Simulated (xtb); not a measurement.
xtb 6.7.1, GFN2-xTB: Mo(O)(NMe)(NH2)(NMe2) (C[N]=[Mo]([NH2])(=[O])[N](C)C), 19 atoms. The geometry is a generated start, not checked to be a minimum at this level.

| Property | Value |
|---|---|
| run flags | --grad |
| method | GFN2-xTB |
| --acc | 1 (default) |
| --etemp (K) | 300 (default) |
| basis functions | 49 |
| valence electrons | 50 |

```xyz
19

Mo     0.4254    -0.9216     0.2177
O      1.5750    -1.3809     1.3107
N      0.8869    -0.5912    -1.4278
C      1.6044    -0.4610    -2.6418
H      0.9609    -0.0745    -3.4415
H      2.4538     0.2245    -2.5244
H      1.9955    -1.4353    -2.9616
N     -0.9200    -2.3206     0.0995
H     -1.3200    -2.7264    -0.7448
H     -1.1221    -2.9603     0.8714
N     -0.4368     0.6656     0.8581
C     -0.6166     0.8335     2.2891
C     -0.8010     1.8859     0.1602
H      0.0012     1.6643     2.6695
H     -1.6697     1.0579     2.5242
H     -0.3274    -0.0873     2.8091
H     -1.8609     2.1289     0.3216
H     -0.1985     2.7369     0.5217
H     -0.6300     1.7618    -0.9108
```

Charge 0 and multiplicity 1 are set for this test and not shown to be the ground state.

One run each on 1 thread. Values of broydamp tried: 0.02, 0.05, 0.1, 0.2, 0.4 (default), 0.6, 0.8, 1.

Which value of broydamp needs the fewest SCC iterations, and what happens away from it?

Fewest SCC iterations, within one of each other: 0.1 with 17, 0.2 with 16, 0.4 (default) with 17. The count rises to 25 at 0.02. All converge to one solution.

| broydamp | SCC iterations | end |
|---|---|---|
| 0.02 | 25 | same solution |
| 0.05 | 21 | same solution |
| 0.1 | 17 | same solution |
| 0.2 | 16 | same solution |
| 0.4 (default) | 17 | same solution |
| 0.6 | 18 | same solution |
| 0.8 | 19 | same solution |
| 1 | 19 | same solution |
